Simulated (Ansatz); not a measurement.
C11b MoSi2, treated with rVV10 in Ansatz (plane waves, PAW).

Run with plane-wave cutoff 520 eV, 24×24×24 k mesh, Fermi–Dirac smearing 0.05 eV, no spin polarisation, scalar-relativistic PAW data made under PBE.

Response to compression and expansion:

Shape and atoms are relaxed at each volume.

```tsv
V (Å³/atom)	P (GPa)	c (Å)	a (Å)
13.186	8.77	7.814	3.182
13.460	4.14	7.859	3.206
13.735	0.01	7.905	3.229
14.010	-3.69	7.950	3.252
14.284	-6.99	7.995	3.274
```

Note: the bulk modulus comes from volumes at which shape and atoms were relaxed.

Ansatz is a first-principles code.
